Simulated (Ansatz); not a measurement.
System: cubic perovskite CsSnI3 (cubic high-temperature phase). Method: PBE (Ansatz, a program for electronic structure, PAW).

Numerical settings: plane-wave cutoff 520 eV, 4×4×4 k mesh, scalar-relativistic PAW data made under PBE.

Cell (relaxed at this level):

Space group Pm-3m (No. 221); a = 6.3035 Å, b = 6.3035 Å, c = 6.3035 Å, α = 90.00°, β = 90.00°, γ = 90.00°

```
atom  site  symmetry       x       y       z
----  ----  --------  ------  ------  ------
Cs      1a      m-3m  0.0000  0.0000  0.0000
Sn      1b      m-3m  0.5000  0.5000  0.5000
I       3c    4/mm.m  0.0000  0.5000  0.5000
```

Q: Estimate the Voigt–Reuss–Hill bulk modulus, Voigt–Reuss–Hill shear modulus (Hill average), elastic constant C44, elastic constant C12, Young modulus and elastic constant C11 that the calculation returns.

A: 
- Voigt–Reuss–Hill bulk modulus = 15.5 GPa
- Voigt–Reuss–Hill shear modulus (Hill average) = 7.29 GPa
- elastic constant C44 = 4.16 GPa
- elastic constant C12 = 5.09 GPa
- Young modulus = 18.9 GPa
- elastic constant C11 = 36.2 GPa

Note: the relaxation could not lower the start's symmetry, so the cell can be a saddle point above a distorted one.

Elastic constants are with the ions relaxed.

Spin–orbit coupling is not included.

The computed numbers hold no vibrational or temperature effects.

It cost about 2.9 core-minutes (a rough figure) of CPU time.
